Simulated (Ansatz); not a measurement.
Electronic density of states of amorphous Al28O43Ag2, density 3.37 g/cm³, on a 2×2×2 Γ-centred mesh with a Gaussian width of 0.1 eV; energies count from the Fermi level, whose place inside the gap is arbitrary. Cell and mesh are small, so fine structure isn't converged. Calculation: PBE, scalar-relativistic without spin-orbit coupling (plane waves to 420 eV, PAW; Ansatz, an electronic-structure program). Sampling: a 2×2×2 Γ-centred mesh; Fermi-Dirac width 0.02 eV; no spin polarisation. At PBE the levels at the filled edge of the gap are localised (band-tail or defect states), and the nearest spread-out levels lie 2.9 eV apart at the zone centre.

It comes from a melt-quench run on a machine-learned potential (CHGNet), relaxed afterwards by DFT. O atoms were pushed apart under 1.9 Å during the dynamics, to hinder bonds among them. The hot cell started wider than the set density and was brought back towards it in steps. It is the lowest in DFT energy of 2 quenches. It is a model cell: composition and starting density were chosen by hand, and all elements were melted together. No dispersion term was used. Its density started from a set value of 3.39 and ended at 3.37 g/cm³. Cooling (nominally 410 K/ps over its main leg) ran many orders faster than in experiment, which tends to leave more defects and strain. Values belong to this one cell and scatter from quench to quench. Volume and shape were free in the relaxation.

(E - EF (eV), states/(eV atom)): (-12.00, 0.00); (-11.90, 0.00); (-11.80, 0.00); (-11.70, 0.00); (-11.60, 0.00); (-11.50, 0.00); (-11.40, 0.00); (-11.30, 0.00); (-11.20, 0.00); (-11.10, 0.00); (-11.00, 0.00); (-10.90, 0.00); (-10.80, 0.00); (-10.70, 0.00); (-10.60, 0.00); (-10.50, 0.00); (-10.40, 0.00); (-10.30, 0.00); (-10.20, 0.00); (-10.10, 0.00); (-10.00, 0.00); (-9.90, 0.00); (-9.80, 0.00); (-9.70, 0.00); (-9.60, 0.00); (-9.50, 0.00); (-9.40, 0.00); (-9.30, 0.00); (-9.20, 0.00); (-9.10, 0.00); (-9.00, 0.00); (-8.90, 0.03); (-8.80, 0.12); (-8.70, 0.11); (-8.60, 0.09); (-8.50, 0.20); (-8.40, 0.30); (-8.30, 0.34); (-8.20, 0.33); (-8.10, 0.35); (-8.00, 0.42); (-7.90, 0.41); (-7.80, 0.42); (-7.70, 0.42); (-7.60, 0.41); (-7.50, 0.41); (-7.40, 0.35); (-7.30, 0.32); (-7.20, 0.36); (-7.10, 0.41); (-7.00, 0.43); (-6.90, 0.44); (-6.80, 0.51); (-6.70, 0.56); (-6.60, 0.53); (-6.50, 0.51); (-6.40, 0.54); (-6.30, 0.55); (-6.20, 0.59); (-6.10, 0.58); (-6.00, 0.58); (-5.90, 0.65); (-5.80, 0.65); (-5.70, 0.58); (-5.60, 0.58); (-5.50, 0.64); (-5.40, 0.64); (-5.30, 0.69); (-5.20, 0.69); (-5.10, 0.70); (-5.00, 0.73); (-4.90, 0.67); (-4.80, 0.65); (-4.70, 0.69); (-4.60, 0.68); (-4.50, 0.67); (-4.40, 0.66); (-4.30, 0.68); (-4.20, 0.70); (-4.10, 0.72); (-4.00, 0.71); (-3.90, 0.74); (-3.80, 0.78); (-3.70, 0.78); (-3.60, 0.78); (-3.50, 0.77); (-3.40, 0.70); (-3.30, 0.64); (-3.20, 0.74); (-3.10, 0.84); (-3.00, 0.82); (-2.90, 0.79); (-2.80, 0.79); (-2.70, 0.67); (-2.60, 0.45); (-2.50, 0.38); (-2.40, 0.36); (-2.30, 0.33); (-2.20, 0.27); (-2.10, 0.14); (-2.00, 0.27); (-1.90, 0.32); (-1.80, 0.14); (-1.70, 0.04); (-1.60, 0.09); (-1.50, 0.11); (-1.40, 0.04); (-1.30, 0.01); (-1.20, 0.03); (-1.10, 0.13); (-1.00, 0.10); (-0.90, 0.01); (-0.80, 0.00); (-0.70, 0.00); (-0.60, 0.00); (-0.50, 0.00); (-0.40, 0.00); (-0.30, 0.00); (-0.20, 0.00); (-0.10, 0.00); (0.00, 0.00); (0.10, 0.00); (0.20, 0.00); (0.30, 0.00); (0.40, 0.00); (0.50, 0.00); (0.60, 0.00); (0.70, 0.00); (0.80, 0.00); (0.90, 0.00); (1.00, 0.02); (1.10, 0.01); (1.20, 0.00); (1.30, 0.00); (1.40, 0.00); (1.50, 0.02); (1.60, 0.02); (1.70, 0.02); (1.80, 0.04); (1.90, 0.03); (2.00, 0.03); (2.10, 0.06); (2.20, 0.08); (2.30, 0.06); (2.40, 0.05); (2.50, 0.05); (2.60, 0.04); (2.70, 0.08); (2.80, 0.09); (2.90, 0.08); (3.00, 0.09); (3.10, 0.08); (3.20, 0.11); (3.30, 0.11); (3.40, 0.11); (3.50, 0.10); (3.60, 0.10); (3.70, 0.13); (3.80, 0.11); (3.90, 0.12); (4.00, 0.20); (4.10, 0.18); (4.20, 0.16); (4.30, 0.20); (4.40, 0.19); (4.50, 0.19); (4.60, 0.18); (4.70, 0.19); (4.80, 0.21); (4.90, 0.27); (5.00, 0.28); (5.10, 0.27); (5.20, 0.36); (5.30, 0.36); (5.40, 0.29); (5.50, 0.29); (5.60, 0.35); (5.70, 0.33); (5.80, 0.30); (5.90, 0.31); (6.00, 0.33); (6.10, 0.31); (6.20, 0.31)

The level gap on this mesh is 2.07 eV; the broadening fills part of it in the curve.
